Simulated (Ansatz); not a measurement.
# What pressure 1.5 GPa does to Sr

Take Sr in the fcc (Cu type) structure (space group Fm-3m, No. 225; a = 5.923 Å) as the base.

It is then changed as follows: cell and atoms relaxed at a pressure of 1.5 GPa.

All numbers come from PBEsol, PAW, 420 eV (Ansatz, a quantum-chemistry and plane-wave program; no spin-orbit coupling). k-mesh 14×14×14 (Γ-centred); smearing 0.05 eV (Fermi–Dirac).

| quantity | base | changed | shift |
|---|---|---|---|
| density | 2.80 g/cm³ | 3.10 g/cm³ | +0.30 g/cm³ |
| lattice parameter a | 5.923 Å | 5.725 Å | -0.1974 Å |
| shortest interatomic distance | 4.188 Å | 4.048 Å | -0.140 Å |
| enthalpy H = E + PV relative to the base's energy | – | +0.46 eV/atom | – |
| band gap | zero | zero | – |

Final structure:

```
CELL_PARAMETERS angstrom
      0.00000     2.86254     2.86254
      2.86254     0.00000     2.86254
      2.86254     2.86254     0.00000
ATOMIC_POSITIONS crystal
  Sr 0.00000 0.00000 0.00000
```

Load acts through the strain it causes; cell and atoms are relaxed under it. Whether these cells are dynamically stable was not tested. Gaps under 0.05 eV, about the width of the smearing, are given as zero.
